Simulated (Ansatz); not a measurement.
The reference is CdSe in the wurtzite structure (space group P6_3mc, No. 186; a = 4.383 Å, c = 7.155 Å).

Perturbation: cell and atoms relaxed at a pressure of 1.8 GPa.

Levels (all Ansatz, a first-principles code, PAW, earlier PAW set): PBE (420 eV, without spin-orbit coupling); HSE06 (420 eV, no spin-orbit coupling).

The geometry is relaxed with PBE.

- PBE band gap: 0.62 eV

With HSE06 at the same geometry, the band gap rises by 0.934 eV (0.62 eV → 1.56 eV).

Single points use the geometry relaxed with PBE. Load acts through the strain it causes; cell and atoms are relaxed under it. Whether these cells are dynamically stable was not tested.
